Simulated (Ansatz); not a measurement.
For YSiO (model structure, started from the ZrSiS type, P4/nmm, No. 129, 6 atoms in the cell), PBE (Ansatz, a program for electronic structure, plane waves, PAW) gives:

- equilibrium lattice constant a: 3.382 Å
- lattice parameter c: 8.065 Å
- bulk modulus: 122 GPa
- cohesive energy: 5.97 eV/atom

### Question
What does r²SCAN in Ansatz (PAW) give for the same quantities?

### Answer

- lattice constant a: 3.367 Å (falls by 0.4 %)
- lattice parameter c: 8.053 Å (decreases by 0.1 %)
- bulk modulus: 131 GPa (increases by 7.4 %)
- cohesive energy: 6.06 eV/atom (grows by 0.09 eV/atom)

Changes are worked out from the printed values.

Unless a cell is named, each level is at its own relaxed cell (PBE 15.37, r²SCAN 15.21 Å³/atom).

Caveats: the bulk modulus is −V dP/dV from two relaxed cells at ±2 % in volume (PBE, r²SCAN). Ansatz's density-functional and Hartree–Fock values are scalar-relativistic unless marked +SOC, with PAW data made under PBE.

A model structure was made by putting elements into a prototype or built by hand; it is no filed structure, need not be a known phase, and can be a saddle point held by its symmetry.
